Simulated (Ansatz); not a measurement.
Start from SiO2 in the rutile structure (space group P4_2/mnm, No. 136).

```
SiO2
1.0
    4.23608     0.00000     0.00000
    0.00000     4.23608     0.00000
    0.00000     0.00000     2.69045
Si O
2 4
Cartesian
  0.00000   0.00000   0.00000
  2.11804   2.11804   1.34522
  1.30040   1.30040   0.00000
  3.41844   0.81764   1.34522
  0.81764   3.41844   1.34522
  2.93568   2.93568   0.00000
```

Cartesian axes are those of the cell as printed.

All numbers come from DFT with PBE, PAW potentials and a 420 eV plane-wave cutoff in Ansatz (a quantum-chemistry and plane-wave program), no spin-orbit coupling.

It is then changed as follows: the cell is compressed by 2.40 % along z with no lateral relaxation, atoms relaxed at fixed cell.

Predict the stress tensor and what it implies for the stiffness.

Stress of the strained cell less that of the base (GPa, compression positive):
```
   4.41    0.00    0.00
   0.00    4.41    0.00
   0.00    0.00   18.04
```

Then −Δσ_ii/ε with ε = -0.0240 gives secant stiffness values (nonlinear terms included at this strain): C33 ≈ 752 GPa, C13 ≈ 184 GPa and C23 ≈ 184 GPa.

As a check, the harmonic strain energy −½ V₀ Δσ:ε is 11 meV/atom; the computed energy rise is 11 meV/atom.

Stability against distortions was not tested.
